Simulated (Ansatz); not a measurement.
**Carrier doping in MgSe**

Start from MgSe in the rock salt structure (space group Fm-3m, No. 225).

```yaml
crystal:
  lattice:
    - [0.00000, 2.72489, 2.72489]
    - [2.72489, 0.00000, 2.72489]
    - [2.72489, 2.72489, 0.00000]
  atoms:
    - { symbol: Se, position: [0.00000, 0.00000, 0.00000] }
    - { symbol: Mg, position: [0.50000, 0.50000, 0.50000] }
```

Carriers are added at fixed cell with a uniform background; the Fermi–Dirac width is that of 300 K.

Calculations: DFT with PBEsol, PAW potentials and a 420 eV plane-wave cutoff in Ansatz (a program for electronic structure), scalar-relativistic without spin-orbit coupling.

Notes on the quantities. Fermi level from band edge: Fermi level relative to the doped band's edge (positive inside the band; to 0.05 eV).

```json
[
 {"electron density (10^21 cm⁻³)": "0.7", "Fermi level from band edge (eV)": "0.40"},
 {"electron density (10^21 cm⁻³)": "3", "Fermi level from band edge (eV)": "?"},
 {"electron density (10^21 cm⁻³)": "7", "Fermi level from band edge (eV)": "1.45"},
 {"electron density (10^21 cm⁻³)": "10", "Fermi level from band edge (eV)": "1.70"}
]
```

Fit E_F = C n^s, fitted as a line in log–log form (a parabolic band gives s = 2/3) to the rows shown and predict the withheld row.

Least squares on the printed values gives C = 0.49 eV, s = 0.55 (largest residual 0.03 eV); this predicts 0.89 eV, and the run gives 0.95 eV, in agreement.

Charged cell with a jellium background: band edges are those of the host's band count, energies are not comparable with the neutral cell, and many-body gap narrowing is missing. Whether these cells are dynamically stable was not tested.
